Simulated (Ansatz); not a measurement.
# Pd: response to strain

Start from Pd in the fcc (Cu type) structure (space group Fm-3m, No. 225; a = 3.8777 Å; relaxed with 0.1 eV smearing).

Strains are applied to the cell and any free atomic positions relax.

The values are results of PBEsol/PAW in Ansatz (an electronic-structure program), without spin-orbit coupling, not measurements.

Candidates:
(a) isotropic strain −1.50 %
(b) isotropic strain +1.50 %
(c) isotropic strain −2.00 %
(d) isotropic strain +1.00 %
(e) isotropic strain −2.50 %

Notes on the quantities. energy relative to the base: free energy F.

Task: Order them by energy relative to the base, highest first.

Result: (e) isotropic strain −2.50 % (+58 meV/atom), (c) isotropic strain −2.00 % (+36 meV/atom), (a) isotropic strain −1.50 % (+20 meV/atom), (b) isotropic strain +1.50 % (+17 meV/atom), (d) isotropic strain +1.00 % (+7.9 meV/atom)

Whether these cells are dynamically stable was not tested. All final runs are without spin polarisation. Pd lies near a magnetic instability that expansion can trigger; it was not tested.
